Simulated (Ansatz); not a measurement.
## SnO2: response to strain

Start from SnO2 in the rutile structure (space group P4_2/mnm, No. 136).

```
CELL_PARAMETERS angstrom
      4.82757     0.00000     0.00000
      0.00000     4.82757     0.00000
      0.00000     0.00000     3.23813
ATOMIC_POSITIONS crystal
  Sn 0.00000 0.00000 0.00000
  Sn 0.50000 0.50000 0.50000
  O  0.30658 0.30658 0.00000
  O  0.80658 0.19342 0.50000
  O  0.19342 0.80658 0.50000
  O  0.69342 0.69342 0.00000
```

Cartesian axes are those of the cell as printed.

Strains are applied to the cell and any free atomic positions relax; under biaxial strain the out-of-plane vector relaxes too.

Computed with Ansatz (a first-principles code), PBE, PAW, cutoff 420 eV, spin-orbit coupling left out.

```json
[
 {"biaxial strain, plane normal [001], relaxed out of plane (%)": "0", "band gap (eV)": "0.68"},
 {"biaxial strain, plane normal [001], relaxed out of plane (%)": "0.6", "band gap (eV)": "0.64"},
 {"biaxial strain, plane normal [001], relaxed out of plane (%)": "1.2", "band gap (eV)": "0.60"},
 {"biaxial strain, plane normal [001], relaxed out of plane (%)": "2.4", "band gap (eV)": "?"},
 {"biaxial strain, plane normal [001], relaxed out of plane (%)": "3", "band gap (eV)": "0.50"}
]
```

### Question
Fit E_g = E₀ + Dε (ε in %) to the rows shown and predict the withheld row.

### Answer
Least squares on the printed values gives E₀ = 0.68 eV, D = -59.5 meV per % of strain (largest residual 0.01 eV); this predicts 0.53 eV, and the run gives 0.53 eV, in agreement.

Stability against distortions was not tested.
